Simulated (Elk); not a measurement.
A self-consistent single point of LiCl (Fm-3m, 2 atoms in the cell) with Elk.

Method: Elk with PBE, all-electron FP-LAPW, Elk's shipped species files, APW+lo basis with extra local orbitals.

```yaml
crystal:
  lattice:
    - [0.00000, 2.52077, 2.52077]
    - [2.52077, 0.00000, 2.52077]
    - [2.52077, 2.52077, 0.00000]
  atoms:
    - { symbol: Li, position: [0.00000, 0.00000, 0.00000] }
    - { symbol: Cl, position: [0.50000, 0.50000, 0.50000] }
```

Reference input (self-consistent single point, DFT, PBE, all-electron FP-LAPW, Elk's shipped species files, APW+lo basis with extra local orbitals): xctype = 20; rgkmax = 8; stype = 0; swidth = 0.0001 Ha; ngridk = 11 11 11; tforce = true; gmaxvr = 18 1/bohr; lmaxapw = 10; lmaxo = 8; nxlo = 2; lorbcnd = true; lradstp = 2. This run's input differs from it in these lines:

```diff
@@ -57,3 +57,3 @@
 ngridk
-  11 11 11
+  4 4 4
```

Output, abridged:

```
│ Self-consistent loop started │
│ Loop number : 1 │
 total energy                :     -471.962306746
│ Loop number : 2 │
 total energy                :     -471.933007307
RMS change in Kohn-Sham potential (target) :    9.669663180     (  0.1000000000E-05)
Absolute change in total energy (target)   :   0.2929943825E-01 (  0.1000000000E-03)
│ Loop number : 3 │
 total energy                :     -470.544864806
RMS change in Kohn-Sham potential (target) :    4.892831652     (  0.1000000000E-05)
Absolute change in total energy (target)   :    1.395467361     (  0.1000000000E-03)
│ Loop number : 4 │
   [... lines left out ...]
Absolute change in total energy (target)   :   0.3277732501E-03 (  0.1000000000E-03)
│ Loop number : 13 │
 total energy                :     -469.171162183
RMS change in Kohn-Sham potential (target) :   0.1426884210E-05 (  0.1000000000E-05)
Absolute change in total energy (target)   :   0.1057833552E-03 (  0.1000000000E-03)
│ Loop number : 14 │
 total energy                :     -469.171159717
RMS change in Kohn-Sham potential (target) :   0.7748659807E-06 (  0.1000000000E-05)
Absolute change in total energy (target)   :   0.2891122017E-04 (  0.1000000000E-03)
Convergence targets achieved

│ Loop number : 15 │

Energies :
 Fermi                       :     0.395421726835E-01
 total energy                :     -469.171158089

Density of states at Fermi energy :   0.8691953922E-05
 (states/Hartree/unit cell)

Estimated indirect band gap :   0.2438589280
 from k-point      1 to k-point      1
Estimated direct band gap   :   0.2438589280
 at k-point      1

Charges :
 core                        :    10.00000000
 valence                     :    10.00000000
 interstitial                :    2.153947122
 muffin-tins (core leakage)
  species :    1 (Li)
   atom    1                 :    2.113592765     (   0.000000000    )
  species :    2 (Cl)
   atom    1                 :    15.73246011     (  0.1576891112E-04)
 total in muffin-tins        :    17.84605288
   [... lines left out ...]
   total force               :     0.00000000   -0.00000000   -0.00000000
   total magnitude           :     0.00000000
 species :    2 (Cl)
  atom :    1
   Hellmann-Feynman          :     0.00000000   -0.00000000   -0.00000000
   IBS                       :    -0.00000000    0.00000000    0.00000000
   total force               :    -0.00000000    0.00000000    0.00000000
   total magnitude           :     0.00000000
```

The run converged in 15 iterations. The count includes the last loop, which Elk runs after its targets are met. Against the reference run the total energy goes up by 3.9 meV/atom and the gap on the mesh stays at 6.636 eV.

The starting cell comes from a database of computed structures (which also holds hypothetical and non-ambient phases and stackings), without a prior relaxation at this level. Its lattice was rescaled by a random factor within 2.5 % of one. Values depend on the basis (sphere radii, cutoffs, local orbitals), which need not be converged.
